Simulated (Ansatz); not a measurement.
# AlCr2C: pressure series

The reference is AlCr$_{2}$C (space group P6_3/mmc, No. 194; a = 2.812 Å, c = 12.599 Å; non-magnetic).

Cell and atoms are relaxed at each pressure.

Method: PBEsol, PAW, 420 eV (Ansatz, a program for electronic structure; no spin-orbit coupling).

```
case              c/a ratio  lattice parameter a
----------------  ---------  -------------------
base                  4.481              2.812 Å
pressure −2 GPa       4.480              2.822 Å
pressure −1 GPa       4.480              2.817 Å
pressure 0.3 GPa      4.481              2.810 Å
pressure 0.7 GPa      4.481              2.809 Å
pressure 1.5 GPa      4.482              2.805 Å
pressure 3 GPa        4.482              2.798 Å
pressure 5 GPa        4.484              2.789 Å
pressure 7.5 GPa      4.485              2.779 Å
pressure 10 GPa       4.487              2.769 Å
```

Load acts through the strain it causes; cell and atoms are relaxed under it. No phonon test of stability was made. No other phases were tried under pressure. Starting moments died away, wholly or in part, for the base; another magnetic solution may exist. All final runs are without spin polarisation.
